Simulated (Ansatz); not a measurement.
Data:

```xyz
4
Lattice="4.1273 0.0000 0.0000 2.0636 3.5743 0.0000 0.0000 0.0000 6.8259" Properties=species:S:1:pos:R:3 pbc="T T T"
Cd     4.1273     2.3829    -0.0069
Cd     2.0636     1.1914     3.4061
S      4.1273     2.3829     4.2744
S      2.0636     1.1914     0.8615
```

No spin polarisation.

All numbers come from r2SCAN (Ansatz, an electronic-structure program; PAW; 500 eV plane waves; without spin-orbit coupling), earlier PAW set. k-mesh 9×9×5 (Γ-centred); smearing 0.05 eV (Fermi–Dirac).

### Question
What mean in-plane stress (compression positive) does the calculation give?

### Answer
+0.8 GPa.

### Question
What valence-band top at Γ (three highest levels, from the VBM) does the calculation give?

### Answer
0.00, 0.00, -0.10 eV.

The levels and masses belong to the bands next to the band gap. The cells carry an imposed strain or load. Stability against distortions was not tested. The cell was made from CdS in the wurtzite structure (space group P6_3mc, No. 186) by this change: biaxial strain −0.89 %, plane normal [001], relaxed out of plane.
